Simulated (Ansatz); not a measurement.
The starting structures come from a database of crystals and need not be the phases stable at ambient conditions.

## Evanescent states of BiBrO (P4/nmm, not sure to be the ambient phase, 6 atoms a cell, 21.0 Å³ an atom) along the normal of (111)

All values below come from r2SCAN (plane waves, PAW; Ansatz, a first-principles code).

The gap is the functional's own, uncorrected, and κ follows it; spin-orbit coupling is left out. Mid-gap values are interpolated between the computed energies.

Energies count from the valence-band top; κ is the least over a 6×4 mesh across the current.

```csv
E (eV),κ (1/Å),where
0.07,0.124,off Γ
0.20,0.156,off Γ
0.33,0.178,off Γ
0.46,0.197,off Γ
0.58,0.212,off Γ
0.71,?,off Γ
0.84,?,off Γ
0.97,?,off Γ
1.10,?,off Γ
1.24,?,off Γ
1.36,?,off Γ
1.50,?,off Γ
1.62,?,off Γ
1.75,?,off Γ
1.89,?,off Γ
2.02,0.196,off Γ
2.15,0.173,off Γ
2.27,0.145,off Γ
2.40,0.108,off Γ
2.54,0.043,off Γ
```

Q: Fill in the missing entries.

A: 
- 0.71, κ (1/Å): 0.225
- 0.84, κ (1/Å): 0.235
- 0.97, κ (1/Å): 0.245
- 1.10, κ (1/Å): 0.252
- 1.24, κ (1/Å): 0.255
- 1.36, κ (1/Å): 0.249
- 1.50, κ (1/Å): 0.242
- 1.62, κ (1/Å): 0.234
- 1.75, κ (1/Å): 0.223
- 1.89, κ (1/Å): 0.211
